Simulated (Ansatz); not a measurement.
Take SnO₂ in the rutile structure (space group P4_2/mnm, No. 136) as the base.

```yaml
crystal:
  lattice:
    - [4.76854, 0.00000, 0.00000]
    - [0.00000, 4.76854, 0.00000]
    - [0.00000, 0.00000, 3.21140]
  atoms:
    - { symbol: Sn, position: [0.00000, 0.00000, 0.00000] }
    - { symbol: Sn, position: [0.50000, 0.50000, 0.50000] }
    - { symbol: O, position: [0.30630, 0.30630, 0.00000] }
    - { symbol: O, position: [0.80630, 0.19370, 0.50000] }
    - { symbol: O, position: [0.19370, 0.80630, 0.50000] }
    - { symbol: O, position: [0.69370, 0.69370, 0.00000] }
```

Cartesian axes are those of the cell as printed.

All numbers come from PBEsol in Ansatz (plane waves to 420 eV, PAW, no SOC), earlier PAW set.

Before the change:

| Quantity | Value |
|---|---|
| Shortest interatomic distance | 2.066 Å |
| Pressure | 0.00 GPa |
| Band gap | 0.92 eV |

One thing is altered: the cell is stretched by 3.48 % along z with no lateral relaxation, atoms relaxed at fixed cell.

How does this affect the shortest interatomic distance?

The shortest interatomic distance increases by 0.008 Å to 2.074 Å.

What happens to the pressure?

The pressure (mean of the normal stresses, compression positive) goes from zero to -7.18 GPa.

What does the calculation give for the energy relative to the base after the change?

The energy grows by 17 meV/atom.

Estimate the effect on the band gap.

The band gap falls by 0.47 eV to 0.45 eV.

The cells carry an imposed strain or load. Whether these cells are dynamically stable was not tested.

Ansatz is a program for electronic structure.
